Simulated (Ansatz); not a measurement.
C (I4_1/amd), PBE, rigid bands (Ansatz, an electronic-structure program): Condition of this run: biaxial stress in (001) of 22 GPa (compression positive) (the target of the relaxation). band gap 3.93 eV, N_c = 3.78e19 cm⁻³ and N_v = 2.03e19 cm⁻³ at 300 K, conductivity masses along x (a = (0.00, 1.75, 1.79) Å; b = (1.75, 0.00, 1.79) Å; c = (1.75, 1.75, 0.00) Å) of 0.497 mₑ (electrons) and 0.510 mₑ (holes). Take k_BT = 0.02585 eV.

**Question.** A film of it is 8 nm thick, with its normal along the direction named. Estimate the confinement energies in an infinite well.

**Answer.** ħ²π²/(2m t²) = 0.376 eV·nm²/(m/mₑ × t²) gives 11.8 meV for electrons and 11.5 meV for holes, so the gap would widen to about 3.95 eV. Finite barriers and nonparabolic bands lower this, and with several valleys or bands the heaviest mass along the normal sets the lowest level, not this average.

**Question.** What thermal injection velocity √(2k_BT/πm) limits a ballistic channel along the direction named?

**Answer.** 7.63e6 cm/s for electrons and 7.53e6 cm/s for holes, a ratio of √(m_h/m_e) = 1.01, for dilute carriers.

**Question.** Find the intrinsic carrier density and the intrinsic Fermi level.

**Answer.** n_i = √(N_c N_v) exp(−E_g/2k_BT) = 2.77e19 × exp(−76.01) = 2.7e-14 cm⁻³. The level lies (k_BT/2) ln(N_v/N_c) = -8 meV from mid-gap (positive towards the conduction band). Each 0.1 eV added to the gap lowers n_i by a factor of 6.9.

Rigid, parabolic bands with the computed gap; masses take one relaxation time for all states. Spin-orbit coupling is left out. Geometry: cell and atoms relaxed with PBEsol.
